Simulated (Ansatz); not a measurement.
Here is the system:

End structure of a constructed model of the (100) surface of fcc Ag, a pseudomorphic layer of Au in the host's stacking (bottom of the slab: a bare face, its two planes held):

```
CELL_PARAMETERS angstrom
      2.93338     0.00000     0.00000
      0.00000     2.93338     0.00000
      0.00000     0.00000    28.50000
ATOMIC_POSITIONS crystal
  Ag 0.50000 0.50000 0.28175
  Ag 0.00000 0.00000 0.35453
  Ag 0.50000 0.50000 0.42756
  Ag 0.00000 0.00000 0.50065
  Ag 0.50000 0.50000 0.57377
  Ag 0.00000 0.00000 0.64670
  Au 0.50000 0.50000 0.71827
```

Slab: 7 atoms, 12.4 Å thick at the start; k 13x13x1, smearing 0.1 eV, dipole-corrected; single point; on the structure that PBE left under its start's symmetry; no spin, no spin-orbit, no U. It is one candidate, not shown to be the stable structure of the face.

Q: Predict the work function of the top face from r2SCAN, at the PBE geometry in Ansatz (an electronic-structure program).

A: 4.98 eV
